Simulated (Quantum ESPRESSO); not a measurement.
A self-consistent single point of H8PtO6 (P1, 30 atoms in the cell) with Quantum ESPRESSO.

Method of the run: PBEsol, GBRV 1.5 ultrasoft (PBESOL) pseudopotentials (plane waves; Quantum ESPRESSO 7.5).

```
H8PtO6
1.0
    5.60234     0.00000     0.00000
    0.83222     5.59474     0.00000
    0.50753     0.13751     7.39184
H Pt O
16 2 12
Cartesian
  4.53880   0.80524   5.52991
  2.98491   1.27791   6.49972
  1.14452   2.20798   4.98122
  2.41475   0.58731   1.19548
  3.66317   4.61333   1.25787
  1.38257   2.55030   2.53193
  5.53083   3.36533   2.60016
  4.60418   4.31639   6.76908
  3.17870   2.57249   3.64019
  3.46704   2.64042   7.38238
  4.95288   3.44636   4.47791
  1.78836   4.63740   5.91732
  1.86509   4.26732   3.76725
  5.00542   0.80826   1.67159
  5.47838   0.05148   0.16299
  5.56926   0.31615   3.53020
  3.04841   0.08307   3.69555
  5.95548   2.67184   0.02498
  3.66110   0.34415   5.60354
  5.93449   2.35909   5.54004
  3.20717   5.36759   1.77715
  0.76715   3.18462   1.99868
  4.13586   3.54740   0.14444
  2.35599   1.99489   3.64063
  2.72751   1.90940   7.33360
  4.48335   3.73053   3.64255
  1.73925   4.54052   6.91684
  2.02774   5.06995   4.30309
  5.06114   0.91091   0.59697
  4.82343   0.78745   3.04884
```

Reference input (self-consistent single point, DFT, PBEsol, plane waves, GBRV 1.5 ultrasoft (PBESOL) pseudopotentials): ecutwfc = 40 Ry; ecutrho = 320 Ry; occupations = fixed; potentials = {H: h_pbesol_v1.4.uspp.F.UPF, Pt: pt_pbesol_v1.4.uspp.F.UPF, O: o_pbesol_v1.2.uspp.F.UPF}; K_POINTS = automatic 4 4 3 1 1 1; nbnd = 64; conv_thr = 1e-10 Ry; mixing_beta = 0.4. This run's input differs from it in these lines:

```diff
@@ -12,4 +12,4 @@
   ntyp = 3,
-  ecutwfc = 40,
-  ecutrho = 320,
+  ecutwfc = 60,
+  ecutrho = 480,
   occupations = 'fixed',
```

The program printed (abridged):

```
     Self-consistent Calculation

     iteration #  1     ecut=    60.00 Ry     beta= 0.40

     negative rho (up, down):  3.491E-01 0.000E+00

     total energy              =    -824.50246397 Ry
     estimated scf accuracy    <       6.86138128 Ry

     iteration #  2     ecut=    60.00 Ry     beta= 0.40

     negative rho (up, down):  3.536E-01 0.000E+00

     total energy              =    -826.20898671 Ry
     estimated scf accuracy    <       1.98036080 Ry

     iteration #  3     ecut=    60.00 Ry     beta= 0.40

     negative rho (up, down):  3.514E-01 0.000E+00

     total energy              =    -826.56203387 Ry
     estimated scf accuracy    <       0.12166476 Ry

   [... 10 blocks of this kind left out ...]

     iteration # 14     ecut=    60.00 Ry     beta= 0.40

     negative rho (up, down):  3.500E-01 0.000E+00

     total energy              =    -826.57164639 Ry
     estimated scf accuracy    <          1.9E-10 Ry

     iteration # 15     ecut=    60.00 Ry     beta= 0.40

     negative rho (up, down):  3.500E-01 0.000E+00
     End of self-consistent calculation

     highest occupied, lowest unoccupied level (ev):     3.7135    5.8417

!    total energy              =    -826.57164639 Ry
     estimated scf accuracy    <          6.4E-11 Ry

     convergence has been achieved in  15 iterations

     negative rho (up, down):  3.500E-01 0.000E+00

     Forces acting on atoms (cartesian axes, Ry/au):

     atom    1 type  1   force =     0.01604677    0.00942053   -0.00207684
     atom    2 type  1   force =     0.00257936   -0.00561621   -0.00780834
     atom    3 type  1   force =     0.01571564   -0.00349266   -0.00999725
     atom    4 type  1   force =     0.00127225    0.01591648   -0.01126927
     atom    5 type  1   force =     0.00816497   -0.01236846   -0.00874175
   [... 21 lines left out ...]
   [... lines left out ...]
     Total force =     0.116535     Total SCF correction =     0.000022
   [... lines left out ...]

     negative rho (up, down):  3.500E-01 0.000E+00
          total   stress  (Ry/bohr**3)                   (kbar)     P=      -32.59
  -0.00023009  -0.00000237  -0.00000826          -33.85       -0.35       -1.22
  -0.00000237  -0.00022435  -0.00001364           -0.35      -33.00       -2.01
  -0.00000826  -0.00001364  -0.00021012           -1.22       -2.01      -30.91

   JOB DONE.
```

The run converged in 15 iterations. Against the reference run the free energy goes down by 6.0 meV/atom, the pressure moves little (-3.31 to -3.26 GPa), the largest force moves little (0.862 to 0.864 eV/Å) and the gap on the mesh stays at 2.128 eV.

The starting cell comes from a database of computed structures (which also holds hypothetical and non-ambient phases and stackings), without a prior relaxation at this level. Its lattice was rescaled by a random factor within 2.5 % of one. Spin-orbit coupling is off. The shifted mesh does not hold Γ, so a gap read on it misses any band edge there.

Cost on one core of a shared machine: roughly 9 min.
